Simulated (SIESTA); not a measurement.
## Input and output of a self-consistent single point for TiPt3 (P6_3/mmc, 8 atoms in the cell) (SIESTA)

Computed with SIESTA with LDA PW92, numerical atomic orbitals DZP, PseudoDojo LDA standard norm-conserving potentials (rewritten from UPF to PSML).

Input:

```
# files in the folder: Ti.psml Pt.psml (PseudoDojo LDA standard)
SystemName  TiPt3
SystemLabel siesta

NumberOfAtoms                8
NumberOfSpecies              2
%block ChemicalSpeciesLabel
  1 22 Ti
  2 78 Pt
%endblock ChemicalSpeciesLabel
LatticeConstant              1.0 Ang
%block LatticeVectors
     5.669547000    0.000000000    0.000000000
    -2.834774000    4.909972000    0.000000000
     0.000000000    0.000000000    4.568032000
%endblock LatticeVectors
AtomicCoordinatesFormat      Fractional
%block AtomicCoordinatesAndAtomicSpecies
     0.333333000    0.666667000    0.750000000  1
     0.666667000    0.333333000    0.250000000  1
     0.167205000    0.334410000    0.250000000  2
     0.832795000    0.665590000    0.750000000  2
     0.832795000    0.167205000    0.750000000  2
     0.167205000    0.832795000    0.250000000  2
     0.665590000    0.832795000    0.250000000  2
     0.334410000    0.167205000    0.750000000  2
%endblock AtomicCoordinatesAndAtomicSpecies

XC.functional                LDA
XC.authors                   PW92
PAO.BasisSize                DZP
PAO.EnergyShift              0.005 Ry
MeshCutoff                   300 Ry
%block kgrid.MonkhorstPack
    5   0   0  0.0
    0   5   0  0.0
    0   0   5  0.0
%endblock kgrid.MonkhorstPack
OccupationFunction           MP
OccupationMPOrder            0
ElectronicTemperature        1160.45 K

MaxSCFIterations             150
SCF.Mixer.Method             Broyden
SCF.Mixer.Weight             0.25
SCF.Mixer.History            6
SCF.DM.Tolerance             1.0E-05
Diag.ParallelOverK           true
WriteForces                  true
```

Output, abridged:

```
reinit: Reading from file input.fdf

reinit: System Name: TiPt3
reinit: System Label: siesta

coor:   Atomic-coordinates input format  =     Fractional

siesta: Atomic coordinates (Bohr) and species
siesta:     -0.00001   6.18567   6.47425  1        1
siesta:      5.35695   3.09283   2.15808  1        2
siesta:     -0.00000   3.10282   2.15808  2        3
siesta:      5.35694   6.17568   6.47425  2        4
siesta:      8.02677   1.55141   6.47425  2        5
siesta:     -2.66982   7.72709   2.15808  2        6
siesta:      2.66982   7.72709   2.15808  2        7
siesta:      2.68712   1.55141   6.47425  2        8

siesta: System type = bulk

initatomlists: Number of atoms, orbitals, and projectors:      8   152   228

siesta: ******************** Simulation parameters ****************************
redata: Spin configuration                          = none
redata: Time-Reversal Symmetry                      = T
redata: Number of Atomic Species                    =        2
redata: Mesh Cutoff                                 =   300.0000 Ry
redata: Net charge of the system                    =     0.0000 |e|
redata: Min. number of SCF Iter                     =        0
redata: Max. number of SCF Iter                     =      150
redata: SCF convergence failure will abort job
redata: SCF mix quantity                            = Hamiltonian
redata: Mix DM or H after convergence               =   F
redata: Recompute H after scf cycle                 =   F
redata: Mix DM in first SCF step                    =   T
redata: No kicks to SCF
redata: DM Mixing Weight for Kicks                  =     0.5000
redata: Require Harris convergence for SCF          =   F
redata: Harris energy tolerance for SCF             =     0.000100 eV
redata: Require DM convergence for SCF              =   T
redata: DM tolerance for SCF                        =     0.000010
redata: Require EDM convergence for SCF             =   F
redata: EDM tolerance for SCF                       =     0.001000 eV
redata: Require H convergence for SCF               =   T
redata: Hamiltonian tolerance for SCF               =     0.001000 eV
redata: Require (free) Energy convergence for SCF   =   F
redata: (free) Energy tolerance for SCF             =     0.000100 eV
redata: Using DFT-D3 dispersion                     =   F
redata: Using Saved Data (generic)                  =   F
redata: Method of Calculation                       = Diagonalization
redata: Electronic Temperature                      =  1160.4500 K
redata: Number of TDED substeps                     =        3
redata: Dynamics option                             = Single-point calculation
redata: Save all siesta data in one NC              =   F
redata: ***********************************************************************

%block SCF.Mixers
  Broyden
%endblock SCF.Mixers

%block SCF.Mixer.Broyden
  # Mixing method
  method broyden

  # Mixing options
  weight 0.2500
  weight.linear 0.2500
  weight.prime 0.2500
  history 6
%endblock SCF.Mixer.Broyden

DM_history_depth set to one: no extrapolation allowed by default for geometry relaxation
Size of DM history Fstack: 1
Total number of electrons:   132.000000
Total ionic charge:   132.000000

* ProcessorY, Blocksize:    1  64

* Orbital distribution balance (max,min):   152   152

 Kpoints in:           75 . Kpoints trimmed:           63

siesta: k-grid: Number of k-points = 63
siesta: k-points from Monkhorst-Pack grid
siesta: k-cutoff (effective) =    11.420 Ang
siesta: k-point supercell and displacements
siesta: k-grid:     5     0     0      0.000
siesta: k-grid:     0     5     0      0.000
siesta: k-grid:     0     0     5      0.000

diag: Algorithm                                     = D&C
diag: Parallel over k                               =   F
diag: Use parallel 2D distribution                  =   F
diag: Parallel block-size                           = 64
diag: Parallel distribution                         =     1 x     1
diag: Used triangular part                          = Lower
diag: Absolute tolerance                            =  0.100E-15
diag: Orthogonalization factor                      =  0.100E-05
diag: Memory factor                                 =  1.0000

superc: Internal auxiliary supercell:     5 x     5 x     5  =     125
superc: Number of atoms, orbitals, and projectors:   1000  19000  28500

                        Single-point calculation

superc: Internal auxiliary supercell:     5 x     5 x     5  =     125
superc: Number of atoms, orbitals, and projectors:   1000  19000  28500

outcell: Unit cell vectors (Ang):
        5.669547    0.000000    0.000000
       -2.834774    4.909972    0.000000
        0.000000    0.000000    4.568032

outcell: Cell vector modules (Ang)   :    5.669547    5.669547    4.568032
outcell: Cell angles (23,13,12) (deg):     90.0000     90.0000    120.0000
outcell: Cell volume (Ang**3)        :    127.1618
new_DM -- step:     1
Initializing Density Matrix...

Attempting to read DM from file... Failed...
DM filled with atomic data:

InitMesh: MESH = 54 x 54 x 48 = 139968
InitMesh: Mesh cutoff (required, used) =   300.000   305.159 Ry

stepf: Methfessel-Paxton step function
       Using Hermite-Gauss polynomials of order  0

        iscf     Eharris(eV)        E_KS(eV)     FreeEng(eV)     dDmax    Ef(eV) dHmax(eV)
   scf:    1   -24240.838867   -24471.494734   -24471.539880  1.222863 -2.167051 24.221471
   scf:    2   -24337.535653   -24521.856661   -24521.867062  1.440347 -3.602107 28.068775
   scf:    3   -24577.789475   -24554.103136   -24554.121319  0.310749 -3.484795 15.914601
   scf:    4   -23018.283076   -24091.601571   -24091.661806  0.950786 -4.528964 77.928850
   scf:    5   -24514.723663   -24565.331983   -24565.346625  0.880811 -3.886020  7.142838
   scf:    6   -24565.405006   -24565.373497   -24565.389591  0.017690 -3.940602  6.845535
   [... 7 lines left out ...]
   scf:   14   -24568.621583   -24568.621586   -24568.635424  0.000122 -4.022864  0.002130
   scf:   15   -24568.621581   -24568.621584   -24568.635425  0.000051 -4.023047  0.000279
   scf:   16   -24568.621584   -24568.621584   -24568.635425  0.000029 -4.023117  0.000162
   scf:   17   -24568.621584   -24568.621584   -24568.635425  0.000013 -4.023158  0.000117
   scf:   18   -24568.621584   -24568.621584   -24568.635425  0.000008 -4.023181  0.000081

SCF Convergence by DM+H criterion
max |DM_out - DM_in|         :     0.0000083744
max |H_out - H_in|      (eV) :     0.0000806494
SCF cycle converged after 18 iterations

Using DM_out to compute the final energy and forces

siesta: E_KS(eV) =           -24568.6216

siesta: E_KS - E_eggbox =    -24568.6216

siesta: Atomic forces (eV/Ang):
     1    0.000012   -0.000007   -0.000000
     2   -0.000012    0.000007   -0.000000
     3    0.000003   -0.024929    0.000000
     4   -0.000003    0.024929    0.000000
     5    0.021596   -0.012468    0.000000
     6   -0.021596    0.012468    0.000000
     7    0.021591    0.012462    0.000000
     8   -0.021591   -0.012462    0.000000
   Tot    0.000000    0.000000    0.000000
   Max    0.024929
   Res    0.012466    sqrt( Sum f_i^2 / 3N )
   Max    0.024929    constrained

Stress tensor Voigt[x,y,z,yz,xz,xy] (kbar):      209.02      209.02      205.79       -0.00       -0.00       -0.00
(Free)E + p*V (eV/cell)   -24585.1397
Target enthalpy (eV/cell)   -24568.6354

siesta: Program's energy decomposition (eV):
siesta: Ebs     =     -4494.715113
siesta: Eions   =     34081.883873
siesta: Ena     =      4969.798427
siesta: Ekin    =      7321.795857
siesta: Enl     =      1296.967579
siesta: Eso     =         0.000000
siesta: Edftu   =         0.000000
siesta: DEna    =       241.961824
siesta: DUscf   =         7.016155
siesta: DUext   =         0.000000
siesta: Ex      =     -3967.296144
siesta: Ec      =      -356.981409
siesta: Exc     =     -4324.277553
siesta: Eharris =    -24568.621584
siesta: Etot    =    -24568.621584
siesta: FreeEng =    -24568.635425

siesta: Stress tensor (static) (eV/Ang**3):
siesta:     0.130463   -0.000000   -0.000000
siesta:    -0.000000    0.130463    0.000000
siesta:    -0.000000   -0.000000    0.128444

siesta: Cell volume =        127.161755 Ang**3

siesta: Pressure (static):
siesta:                Solid            Molecule  Units
siesta:          -0.00141359         -0.00142056  Ry/Bohr**3
siesta:          -0.12978991         -0.13042952  eV/Ang**3
siesta:        -207.94636691       -208.97112135  kBar
```

The run converged in 18 iterations.

The starting cell comes from a database of computed structures (which also holds hypothetical and non-ambient phases and stackings), without a prior relaxation at this level. Its lattice was rescaled by a random factor within 2.5 % of one. Spin polarisation is off. Values carry the incompleteness of an atom-centred basis. With a pressure of about -21 GPa the cell is away from its equilibrium volume at this level.

Cost on one core of a shared machine: roughly 60 s.
